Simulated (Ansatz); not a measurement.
# ZnO: response to strain

Take ZnO in the wurtzite structure (space group P6_3mc, No. 186) as the base.

```
ZnO
1.0
    3.18693     0.00000     0.00000
   -1.59347     2.75997     0.00000
    0.00000     0.00000     5.15257
Zn O
2 2
Cartesian
  0.00000   1.83998   0.00925
  1.59347   0.91999   2.58553
  0.00000   1.83998   1.95903
  1.59347   0.91999   4.53532
```

Cartesian axes are those of the cell as printed.

Strains are applied to the cell and any free atomic positions relax.

All numbers come from LDA, PAW, 420 eV (Ansatz, a quantum-chemistry and plane-wave program; no spin-orbit coupling).

Notes on the quantities. energy relative to the base: free energy F; pressure: mean of the normal stresses, compression positive.

| change | energy relative to the base | band gap | pressure | volume per atom |
|---|---|---|---|---|
| base | 0 meV/atom | 0.80 eV | 0.00 GPa | 11.33 Å³ |
| uniaxial strain ε_zz = +0.60 % | +0.3 meV/atom | 0.78 eV | -0.96 GPa | 11.40 Å³ |
| uniaxial strain ε_zz = +1.20 % | +1.2 meV/atom | 0.77 eV | -1.90 GPa | 11.47 Å³ |
| uniaxial strain ε_zz = +1.80 % | +2.7 meV/atom | 0.75 eV | -2.81 GPa | 11.53 Å³ |
| uniaxial strain ε_zz = +2.40 % | +4.8 meV/atom | 0.73 eV | -3.70 GPa | 11.60 Å³ |
| uniaxial strain ε_zz = +3.00 % | +7.6 meV/atom | 0.71 eV | -4.56 GPa | 11.67 Å³ |

Whether these cells are dynamically stable was not tested.
